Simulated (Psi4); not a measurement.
Psi4 1.11, B3LYP/def2-svp: Ta(S)(Cl)2(OiPr) (CC(C)[O][Ta](=[S])([Cl])[Cl]), 15 atoms. The geometry is a generated start, not checked to be a minimum at this level.

| Quantity | Result |
|---|---|
| task | energy |
| method | b3lyp |
| basis | def2-svp |
| memory | 3 GB |
| maxiter | 100 |
| keys of the molecule block | symmetry c1 |
| scf_type | df (default) |
| guess | auto, which took SAD (default) |
| scf_initial_accelerator | adiis (default) |
| e_convergence | 1e-06 (default) |
| d_convergence | 1e-06 (default) |
| dft_radial_points | 75 (default) |
| dft_spherical_points | 302 (default) |
| effective core potentials | those of the basis set, past Kr |
| basis functions | 177 |
| grid points | 316780 |

```xyz
15

Ta     0.6109     0.9349     1.9986
S      2.6180     0.1357     1.3873
Cl     0.3399     0.1455     4.0699
Cl     1.0026     3.1024     2.4172
O     -0.4545     0.5338     0.6273
C     -0.7775     0.0106    -0.6227
C     -0.9288    -1.5080    -0.4949
C      0.3434     0.3820    -1.5947
H     -1.7303     0.4559    -0.9543
H     -0.0085    -1.9164    -0.0738
H     -1.1123    -1.9530    -1.4701
H     -1.7584    -1.7468     0.1670
H      0.4383     1.4655    -1.6477
H      1.2805    -0.0306    -1.2235
H      0.1366    -0.0115    -2.5856
```

Charge 0 and multiplicity 1 are set for this test and not shown to be the ground state.

One run each on 2 threads. Values of diis_max_vecs tried: 3, 6, 10 (default), 20.

### Question
Predict the course of the SCF iterations along this series.

### Answer
Fewest SCF iterations, within one of each other: 6 with 12, 10 (default) with 11, 20 with 11. The count rises to 42 at 3. All converge to one solution.

```
diis_max_vecs  SCF iterations            end
-------------  --------------  -------------
3                          42  same solution
6                          12  same solution
10 (default)               11  same solution
20                         11  same solution
```
